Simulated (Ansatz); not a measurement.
SnO₂ (Pa-3, No. 205, 12 atoms in the cell; start mp-697; a measured phase of this formula has another space group) was calculated with PBE0 in Ansatz (plane waves, PAW).

Settings: plane-wave cutoff 460 eV, 4×4×4 k mesh, Fermi–Dirac smearing 0.01 eV, scalar-relativistic PAW data made under PBE.

Cell (relaxed with PBEsol):

Space group Pa-3 (No. 205); a = 5.1123 Å, b = 5.1123 Å, c = 5.1123 Å, α = 90.00°, β = 90.00°, γ = 90.00°

```json
[
 {"atom": "Sn", "site": "4a", "symmetry": ".-3.", "x": "0.0000", "y": "0.0000", "z": "0.0000"},
 {"atom": "O", "site": "8c", "symmetry": ".3.", "x": "0.3393", "y": "0.3393", "z": "0.3393"}
]
```

### Question
What does this level give for the band gap and smallest direct gap on the k points sampled?

### Answer

- band gap: 3.21 eV
- smallest direct gap on the k points sampled: 3.29 eV

Note: cell and atoms aren't relaxed at this level (pressure -3.7 GPa).

Spin–orbit coupling is not included.

Static lattice: no zero-point or thermal effects.

A start named mp-… is a Materials Project structure, which need not be a measured phase.

Ansatz is a quantum-chemistry and plane-wave program.
